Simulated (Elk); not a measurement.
A working Elk input for Li₃Zn (Fm-3m, 4 atoms in the cell) (DFT, LDA (PW92), all-electron FP-LAPW, Elk's shipped species files, APW+lo basis with extra local orbitals):

```
tasks
  0

xctype
  3

tforce
  .true.

rgkmax
  7.5

gmaxvr
  18.0

lmaxapw
  10

lmaxo
  8

nxlo
  2

lorbcnd
  .true.

lradstp
  2

nrmtscf
  2.0

lmaxi
  4

stype
  1

swidth
  0.00367493

scale
  1.889726125

avec
    0.0000000000    3.1728120000    3.1728120000
    3.1728120000    0.0000000000    3.1728120000
    3.1728120000    3.1728120000    0.0000000000

sppath
  './'

atoms
  2   : nspecies
  'Li.in'   : spfname
  3   : natoms; atposl, bfcmt below
  0.2500000000  0.2500000000  0.2500000000    0.0 0.0 0.0
  0.7500000000  0.7500000000  0.7500000000    0.0 0.0 0.0
  0.5000000000  0.5000000000  0.5000000000    0.0 0.0 0.0
  'Zn.in'   : spfname
  1   : natoms; atposl, bfcmt below
  0.0000000000  0.0000000000  0.0000000000    0.0 0.0 0.0

ngridk
  7 7 7
```

The run converged in 14 iterations: total energy -49407.4522 eV; Fermi level (on the code's own zero) 2.07 eV. Each of these slips is then made, one at a time:

(1)
```diff
-  1
+  7
```

(2)
```diff
+epspot
+  0.001
+
+epsengy
+  0.1
+
```

Predict the outcome of each change.


(1) A value outside the range that the key allows. The program stopped before any SCF iteration, with the message: Error(getsdata): stype not defined : 7.

(2) A convergence threshold that is too loose. The run converged in 9 iterations without an error; against the sound input the total energy goes up by 35.8 meV/atom.

The starting cell comes from a database of computed structures (which also holds hypothetical and non-ambient phases and stackings), without a prior relaxation at this level. Its lattice was rescaled by a random factor within 2.5 % of one. Values depend on the basis (sphere radii, cutoffs, local orbitals), which need not be converged.

Left out of this page: 3 runs of the series outside the window shown, repeating another row's setting, or not comparable.
